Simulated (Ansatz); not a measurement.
Take BP in the zinc blende structure (space group F-43m, No. 216) as the base.

```yaml
crystal:
  lattice:
    - [0.00000, 2.26820, 2.26820]
    - [2.26820, 0.00000, 2.26820]
    - [2.26820, 2.26820, 0.00000]
  atoms:
    - { symbol: P, position: [0.75000, 0.75000, 0.75000] }
    - { symbol: B, position: [0.00000, 0.00000, 0.00000] }
```

Cartesian axes are those of the cell as printed.

Computed with Kohn–Sham DFT with the r2SCAN functional, run in Ansatz (a quantum-chemistry and plane-wave program) with PAW and 500 eV plane waves, no spin-orbit coupling, earlier PAW set.

Base values:

```
Quantity                             Value
---------------------  -------------------
Band gap                           1.41 eV
Valence-band top at Γ  0.00, 0.00, 0.00 eV
```

Perturbation: a free-standing slab of 2 layers (4 atoms, 2 a layer) is cut normal to [110], with 15 Å of vacuum and the in-plane cell held at bulk.

Problem. Estimate the effect on the band gap, valence-band top at Γ and gap character.

Solution. The band gap grows by 0.23 eV to 1.64 eV; the valence-band top at Γ (three highest levels, from the VBM) goes from 0.00, 0.00, 0.00 eV to 0.00, -0.87, -2.93 eV; the gap character amounts to indirect, Γ → Γ–X (92 % along).

Whether these cells are dynamically stable was not tested. Labels are those of the standard path for the cell's own space group.
